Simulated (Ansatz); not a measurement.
CdSe: isotropic strain −2.40 %

Take CdSe in the wurtzite structure (space group P6_3mc, No. 186; a = 4.248 Å, c = 6.941 Å) as the base.

Now apply this change: every lattice vector is shortened by 2.40 %; the atoms relax in the strained cell.

Method: Ansatz (a quantum-chemistry and plane-wave program) LDA, without spin-orbit coupling. Γ-centred 9×9×5 mesh, Fermi–Dirac width 0.05 eV.

```tsv
quantity	base	changed	shift
volume per atom	27.11 Å³	25.21 Å³	-1.906 Å³
space group	P6_3mc (No. 186)	P6_3mc (No. 186)	–
energy relative to the base (free energy F)	0 meV/atom	+28 meV/atom	+28 meV/atom
pressure (mean of the normal stresses, compression positive)	0.00 GPa	4.99 GPa	+4.984 GPa
band gap	0.46 eV	0.62 eV	+0.153 eV
gap character	direct at Γ	direct at Γ	–
mean gap deformation potential ΔEg/Δln V	–	-2.1 eV	–
electron mass	0.047 mₑ (at Γ)	0.058 mₑ (at Γ)	–
valence-band top at Γ (three highest levels, from the VBM)	0.00, 0.00, -0.07 eV	0.00, 0.00, -0.08 eV	–
```

Final structure:

```xyz
4
Lattice="4.1456 0.0000 0.0000 -2.0728 3.5902 0.0000 0.0000 0.0000 6.7744" Properties=species:S:1:pos:R:3 pbc="T T T"
Cd     0.0000     2.3935     0.0029
Cd     2.0728     1.1967     3.3901
Se     0.0000     2.3935     2.5443
Se     2.0728     1.1967     5.9315
```

Masses are band curvatures over ±0.01 Å⁻¹ around the edge. Whether these cells are dynamically stable was not tested.
